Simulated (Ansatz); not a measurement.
## BaTe: tensor shear ε_xy = +2.00 %

Consider BaTe in the rock salt structure (space group Fm-3m, No. 225; a = 6.941 Å). Axes: x, y, z lie along the cube axes.

The change: tensor shear ε_xy = +2.00 % (engineering shear γ = 0.0400); the atoms relax in the strained cell.

Calculations: DFT with PBEsol, PAW potentials and a 420 eV plane-wave cutoff in Ansatz (a quantum-chemistry and plane-wave program), scalar-relativistic without spin-orbit coupling. Γ-centred 8×8×8 mesh, Fermi–Dirac width 0.05 eV.

- Volume per atom: 41.79 Å³ (base 41.81 Å³)
- Space group: Immm (No. 71) (base Fm-3m (No. 225))
- Shortest interatomic distance: 3.471 Å (base 3.471 Å)
- Energy relative to the base (free energy F): +2.3 meV/atom
- Pressure (mean of the normal stresses, compression positive): -0.01 GPa (base 0.00 GPa)
- Band gap: 1.39 eV (base 1.46 eV)
- Gap character: indirect, Γ → X
- Valence-band top at Γ (three highest levels, from the VBM): 0.00, -0.07, -0.13 eV (base 0.00, 0.00, 0.00 eV)
- Stress (xx, yy, zz, yz, xz, xy; compression positive): (0.00, 0.00, -0.02, 0.00, 0.00, -0.44) GPa

Spin-orbit coupling, missing from the scalar runs, can matter with Te. Whether these cells are dynamically stable was not tested. k-point labels follow each cell's own Brillouin zone.
